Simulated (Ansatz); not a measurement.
Take HfSi₂ (space group Cmcm, No. 63; a = 3.6828 Å, b = 14.5980 Å, c = 3.6582 Å) as the base.

(Cell as relaxed with PBE.)

Levels (all Ansatz, a first-principles code, PAW): PBE (420 eV, scalar-relativistic without spin-orbit coupling); PBEsol (420 eV, spin-orbit coupling left out).

Each level relaxes its own structure.

```json
[
 {"base": "volume per atom", "PBE": "16.39 Å³", "PBEsol": "15.87 Å³"},
 {"base": "band gap", "PBE": "zero", "PBEsol": "zero"}
]
```

Now apply this change: a hydrostatic pressure of 3 GPa.

| quantity | PBE | PBEsol |
|---|---|---|
| shortest interatomic distance | 2.412 Å | 2.403 Å |
| band gap | zero | zero |

PBE's shortest interatomic distance lies 0.0084 Å above PBEsol's (0.4 %); the two agree on the band gap. Neither level is exact; PBEsol is the comparison here, not a measurement.

Load acts through the strain it causes; cell and atoms are relaxed under it. Whether these cells are dynamically stable was not tested. The final runs are not spin-polarised.
